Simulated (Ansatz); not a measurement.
```yaml
crystal:
  lattice:
    - [0.00000, 2.01956, 2.03413]
    - [2.01956, 0.00000, 2.03413]
    - [2.01956, 2.01956, 0.00000]
  atoms:
    - { symbol: Al, position: [0.50000, 0.50000, 0.50000] }
    - { symbol: N, position: [0.00000, 0.00000, 0.00000] }
```

No spin polarisation.

A single point on AlN with a change (uniaxial stress, 2 GPa tension along z), its geometry relaxed with PBEsol.

Computed with Ansatz (a first-principles code), r2SCAN, PAW, cutoff 500 eV, spin-orbit coupling left out. Settings: 14×14×14 k-points, 0.05 eV Fermi–Dirac smearing.

**Question.** Predict the smallest direct gap, electron mass, band gap and gap character.

**Answer.** The smallest direct gap is 6.37 eV and the electron mass comes out as 0.57 mₑ along k, 0.34 mₑ across (at X). The band gap is 5.38 eV and the gap character comes out as indirect, Γ → X.

Single points use the geometry relaxed with PBEsol. Load acts through the strain it causes; cell and atoms are relaxed under it. Effective masses come from finite differences of ±0.01 Å⁻¹. Along k means along the line from Γ to the band edge. Beyond what the load breaks, stability against distortions was not tested. The cell was made from AlN in the rock salt structure (space group Fm-3m, No. 225; a model cell, its experimental status unchecked) by this change: uniaxial stress, 2 GPa tension along z. This is not the structure that AlN has at room temperature and ambient pressure.
